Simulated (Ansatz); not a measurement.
Spacing of the highest filled and lowest empty level at the zone centre in eight small model glasses of hand-chosen composition and density, fast-quenched (anions pushed apart in CHGNet runs), each at its PBE geometry, by PBE and by r2SCAN (Ansatz, a first-principles code, plane waves, PAW). The cells are the first eight to finish that balance their formal charges, show no moments and no lower geometry on charging where those were tested, and have a gap at both levels; defect levels can set the spacings.

```
cell             quench by  pressure (GPa)             levels at the gap  PBE (eV)  experiment, tabulated (eV)
---------------  ---------  --------------  ----------------------------  --------  --------------------------
In24O39W            CHGNet             0.0  localised at the filled edge      0.61                           -
In9Ga9Zn9O37Na2     CHGNet             1.8  localised at the filled edge      0.80                           -
Ti20O43Sb2          CHGNet             1.5                        spread      2.06                           -
Zr20O41Be           CHGNet             2.3  localised at the filled edge      3.54                           -
Hf18O37Ag2          CHGNet             1.5  localised at the filled edge      2.99                           -
Ga24O39In2          CHGNet             0.1  localised at the filled edge      1.31                           -
Al28O45Y2           CHGNet             0.0  localised at the filled edge      3.27                           -
Hf18O39In2          CHGNet            -3.8  localised at the filled edge      3.15                           -
```

### Question
What does r2SCAN give, and how does it move these values against PBE?

### Answer
In24O39W 1.05, In9Ga9Zn9O37Na2 1.27, Ti20O43Sb2 2.26, Zr20O41Be 4.00, Hf18O37Ag2 3.41, Ga24O39In2 1.83, Al28O45Y2 3.89, Hf18O39In2 3.69 eV. It raises them by +0.19 to +0.62 eV, +0.46 eV on average. A straight line through the eight gives r2SCAN = 1.02 × PBE +0.41 eV, with a scatter of 0.11 eV.
